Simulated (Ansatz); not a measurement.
Take BN (space group Pm-3n, No. 223; a hypothetical phase, not in the database extracts checked) as the base.

```xyz
12
Lattice="4.4402 0.0000 0.0000 0.0000 4.4402 0.0000 0.0000 0.0000 4.4402" Properties=species:S:1:pos:R:3 pbc="T T T"
B      1.1100     0.0000     2.2201
B      2.2201     1.1100     0.0000
B      2.2201     3.3301     0.0000
B      3.3301     0.0000     2.2201
B      0.0000     2.2201     3.3301
B      0.0000     2.2201     1.1100
N      1.1100     2.2201     0.0000
N      0.0000     1.1100     2.2201
N      0.0000     3.3301     2.2201
N      3.3301     2.2201     0.0000
N      2.2201     0.0000     3.3301
N      2.2201     0.0000     1.1100
```

Cartesian axes are those of the cell as printed.

Computed with DFT with PBE, PAW potentials and a 420 eV plane-wave cutoff in Ansatz (a program for electronic structure), scalar-relativistic without spin-orbit coupling.

Strains are applied to the cell and any free atomic positions relax; under biaxial strain the out-of-plane vector relaxes too.

One change was made to it. Results:

```json
[
 {"quantity": "energy relative to the base (free energy F)", "base": "0 meV/atom", "after": "+15 meV/atom"},
 {"quantity": "pressure", "base": "0.01 GPa", "after": "15.01 GPa"},
 {"quantity": "gap character", "base": "indirect, Γ → Γ–X (83 % along)", "after": "indirect, Γ → Γ–X (83 % along)"}
]
```

### Question
Which of these changes matches the shifts?
(A) biaxial strain −3.61 %, plane normal [001], relaxed out of plane
(B) isotropic strain −1.56 %
(C) uniaxial strain ε_zz = −2.66 %

### Answer
B, isotropic strain −1.56 %. For comparison, the energy relative to the base in the other runs: biaxial strain −3.61 %, plane normal [001], relaxed out of plane gives +49 meV/atom; uniaxial strain ε_zz = −2.66 % gives +12 meV/atom.

Gaps are read on the SCF mesh and a high-symmetry path. Stability against distortions was not tested. k-point labels follow each cell's own Brillouin zone.
